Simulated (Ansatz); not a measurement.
# H on the 1x1 (100) surface of fcc Pt (the real clean face reconstructs), one in a 2x2 cell, started at the site 'bridge Pt-Pt (span 2.8 Å)'

Computed with r2SCAN, at the PBE geometry (plane waves to 500 eV, PAW; Ansatz, an electronic-structure program).

Set-up: 17 atoms, 5.8 Å thick at the start under the adsorbate (thin: gaps and levels are the slab's own); mesh 5x5x1; 0.1 eV smearing; dipole correction on; single point; on the structure that PBE left under its start's symmetry; no spin, no spin-orbit, no U, no dispersion correction. At the end it is bonded to 2 Pt. In PBE it is, or lies within 0.03 eV of, the lowest of the starts that converged; the order may differ at this level.

```
Item                                                                                                                       Value
--------------------------------------------------------------------------------------  ----------------------------------------
adsorption energy against ½ H2(g) at the same level                                                                     -0.69 eV
work function of the top face                                                                                            5.72 eV
change of the work function                                                                                             0.008 eV
change of the step from the bottom to the top vacuum level, against the clean slab                                      0.018 eV
height of the binding atom over the mean of the host atoms within 0.3 Å of the top one                                   1.058 Å
nearest host atoms of the binding atom                                                  Pt at 1.75 Å, Pt at 1.75 Å, Pt at 3.32 Å
cost                                                                                                 very roughly 8 core-minutes
```

A negative adsorption energy means that the adsorbate is more stable on the surface than in its reference.
